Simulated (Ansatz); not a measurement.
The starting structures come from a database of crystals and need not be the phases stable at ambient conditions.

By PBEsol, the system below comes out a metal.

Without scattering a metal conducts by its projected Fermi surface.

Consider the following.

```
CELL_PARAMETERS angstrom
      4.66879     0.00000     0.00000
     -2.33439     4.04329     0.00000
      2.33439     1.34776     1.90602
ATOMIC_POSITIONS crystal
  Li 0.00000 0.50000 0.50000
  Hg 0.00000 0.00000 0.00000
```

Space group of this cell: Pm-3m, CsCl type. The cell is taken as given; by PBEsol its mean pressure is -1.4 GPa.

The current flows along the normal of the first two printed cell vectors, the (111) plane of the conventional cell. No spin-orbit coupling; the value is a mean over 0.1 eV about the Fermi level.

Problem. Estimate the ballistic conductance per area that PBEsol in Ansatz (a program for electronic structure) returns for this system.

Solution. 0.87 × 10¹⁵ S/m² for both spins.
